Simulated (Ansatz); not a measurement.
Here is the system:

```
CELL_PARAMETERS angstrom
      0.00000     2.21537     2.21537
      2.21537     0.00000     2.21537
      2.21537     2.21537     0.00000
ATOMIC_POSITIONS crystal
  N  0.00000 0.00000 0.00000
  Ta 0.50000 0.50000 0.50000
```

No spin polarisation.

A single point on TaN with a change (isotropic strain +0.31 %), its geometry relaxed with PBE.

The values are results of r2SCAN (Ansatz, a first-principles code, PAW, no spin-orbit coupling), not measurements. k-mesh 18×18×18 (Γ-centred); smearing 0.05 eV (Fermi–Dirac).

**Question.** Predict the pressure and band gap.

**Answer.** 
```json
{
  "pressure": "-7.8 GPa",
  "band_gap": "zero"
}
```

Single points use the geometry relaxed with PBE. No phonon test of stability was made. All final runs are without spin polarisation. The cell was made from TaN in the rock salt structure (space group Fm-3m, No. 225) by this change: isotropic strain +0.31 %. This is not the structure that TaN has at room temperature and ambient pressure.
